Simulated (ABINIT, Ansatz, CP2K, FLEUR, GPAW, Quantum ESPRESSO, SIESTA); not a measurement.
# One structure in several programs: Zn₂GaCuSe₄ (I-42m, 8 atoms in the cell)

Self-consistent single point, at a second geometry (lattice scaled by 0.98). First geometry:

```yaml
crystal:
  lattice:
    - [-2.85330, 2.85330, 5.68208]
    - [2.85330, -2.85330, 5.68208]
    - [2.85330, 2.85330, -5.68208]
  atoms:
    - { symbol: Zn, position: [0.75000, 0.25000, 0.50000] }
    - { symbol: Zn, position: [0.25000, 0.75000, 0.50000] }
    - { symbol: Ga, position: [0.50000, 0.50000, 0.00000] }
    - { symbol: Cu, position: [0.00000, 0.00000, 0.00000] }
    - { symbol: Se, position: [0.12590, 0.12590, 0.49750] }
    - { symbol: Se, position: [0.87410, 0.37160, 0.00000] }
    - { symbol: Se, position: [0.62840, 0.62840, 0.50250] }
    - { symbol: Se, position: [0.37160, 0.87410, 0.00000] }
```

Shared settings, as Ansatz (a program for electronic structure) writes them: kpoints.mp_grid.grid = 3 3 3; scf.occupations.method = fermi_dirac; scf.occupations.width = 0.02 eV. Potentials and cutoffs stand in the table.

```json
[
 {"code": "GPAW", "model": "LDA (Perdew-Wang 92), GPAW PAW datasets LDA (gpaw-data 1.0.1)", "ΔF from the first geometry (meV/atom)": "-30.5", "pressure (GPa)": "-1.80", "largest force (eV/Å)": "0.204", "gap on the mesh (eV)": "0.533", "cutoff": "800 eV"},
 {"code": "Ansatz", "model": "LDA (PW92), PAW files made with PBE", "ΔF from the first geometry (meV/atom)": "-32.1", "pressure (GPa)": "-1.99", "largest force (eV/Å)": "0.148", "gap on the mesh (eV)": "0.506", "cutoff": "420 eV"},
 {"code": "CP2K", "model": "LDA (Pade form), GPW, DZVP-MOLOPT-SR-GTH basis, GTH-PADE potentials (GTH_POTENTIALS)", "ΔF from the first geometry (meV/atom)": "-25.3", "pressure (GPa)": "-1.05", "largest force (eV/Å)": "0.130", "gap on the mesh (eV)": "0.489", "cutoff": "grid 600 Ry"},
 {"code": "Quantum ESPRESSO", "model": "LDA (PZ), PSlibrary PAW (LDA) pseudopotentials", "ΔF from the first geometry (meV/atom)": "-30.4", "pressure (GPa)": "-1.78", "largest force (eV/Å)": "0.144", "gap on the mesh (eV)": "0.502", "cutoff": "70 Ry"},
 {"code": "FLEUR", "model": "LDA (Vosko-Wilk-Nusair), all-electron FLAPW (FLEUR), scalar-relativistic valence", "ΔF from the first geometry (meV/atom)": "-29.1", "pressure (GPa)": "–", "largest force (eV/Å)": "0.144", "gap on the mesh (eV)": "0.495", "cutoff": "Kmax 3.8 1/bohr"},
 {"code": "ABINIT", "model": "LDA (PW92), PAW (JTH v2.0 LDA PAW)", "ΔF from the first geometry (meV/atom)": "-31.7", "pressure (GPa)": "-1.95", "largest force (eV/Å)": "0.140", "gap on the mesh (eV)": "0.509", "cutoff": "816 eV"},
 {"code": "SIESTA", "model": "LDA PW92, numerical atomic orbitals DZP, PseudoDojo LDA standard norm-conserving potentials (rewritten from UPF to PSML)", "ΔF from the first geometry (meV/atom)": "-19.8", "pressure (GPa)": "-0.30", "largest force (eV/Å)": "0.248", "gap on the mesh (eV)": "0.750", "cutoff": "grid 350 Ry"}
]
```

A dash marks a value that a program does not give, or that is left out as unsure.

Gaps are read on the mesh.

The spread over the programs that give each value: ΔF from the first geometry within 12.3 meV/atom; pressure within 1.69 GPa; largest force within 0.118 eV/Å; gap on the mesh within 0.261 eV.

CP2K and SIESTA use small atom-centred bases, whose incompleteness enters pressures, forces and empty levels differently from a plane-wave cutoff. FLEUR treats all electrons, but the usual bases taken here (sphere radii, linearisation, local orbitals, empty states) were not tested for convergence, so the values are no reference for the others. Ansatz's pressure is given at a fixed set of plane waves, as the other plane-wave codes print theirs; with its correction for the finite basis it is -1.95 GPa. The same LDA comes in different parametrisations, which differ slightly. In the pressure, SIESTA (by 1.58) lies more than 1 GPa from the median of the plane-wave programs. In the gap, SIESTA (by 0.243) lies more than 0.12 eV from the median of the plane-wave programs. In the force vectors, GPAW (by 0.094) and SIESTA (by 0.108) lie more than 0.08 eV/Å from the median of the plane-wave programs.

The starting cell comes from a database of computed structures (which also holds hypothetical and non-ambient phases and stackings), without a prior relaxation at this level. For this run, on top of that: lattice scaled by 0.98.

Keys are those of Ansatz 0.2.
